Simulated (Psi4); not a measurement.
Psi4 1.11, PBE/def2-svp: Mg(Br)(amdMe) (CC1[N](C)[Mg]([Br])<-[N]=1C), 17 atoms. The geometry is a generated start, not checked to be a minimum at this level.

| Property | Result |
|---|---|
| task | energy |
| method | pbe |
| basis | def2-svp |
| memory | 3 GB |
| maxiter | 100 |
| keys of the molecule block | symmetry c1 |
| scf_type | df (default) |
| guess | auto, which took SAD (default) |
| scf_initial_accelerator | adiis (default) |
| e_convergence | 1e-06 (default) |
| d_convergence | 1e-06 (default) |
| dft_radial_points | 75 (default) |
| dft_spherical_points | 302 (default) |
| basis functions | 179 |
| grid points | 358970 |

```xyz
17

Mg     1.6702    -0.8482     1.2885
Br     2.4210    -2.0085     3.1594
C     -1.1096     0.5899    -0.9023
C     -0.0013     0.0320    -0.0541
N      0.5534     0.7183     0.9193
C      0.1548     2.0627     1.2339
N      0.4932    -1.1699    -0.2450
C      0.0314    -2.0309    -1.2987
H     -1.7574    -0.2059    -1.2606
H     -0.6818     1.1026    -1.7633
H     -1.7054     1.3017    -0.3370
H      0.8202     2.4443     2.0127
H      0.2285     2.7211     0.3601
H     -0.8734     2.1043     1.6193
H      0.6610    -2.9212    -1.3133
H     -1.0077    -2.3512    -1.1395
H      0.1030    -1.5412    -2.2794
```

One run each on 2 threads. Values of diis_max_vecs tried: 3, 6, 10 (default), 20.

Question: Predict the course of the SCF iterations along this series.

Answer: Fewest SCF iterations, within one of each other: 6 with 11, 10 (default) with 11, 20 with 11. The count rises to 19 at 3. All converge to one solution.

| diis_max_vecs | SCF iterations | end |
|---|---|---|
| 3 | 19 | same solution |
| 6 | 11 | same solution |
| 10 (default) | 11 | same solution |
| 20 | 11 | same solution |
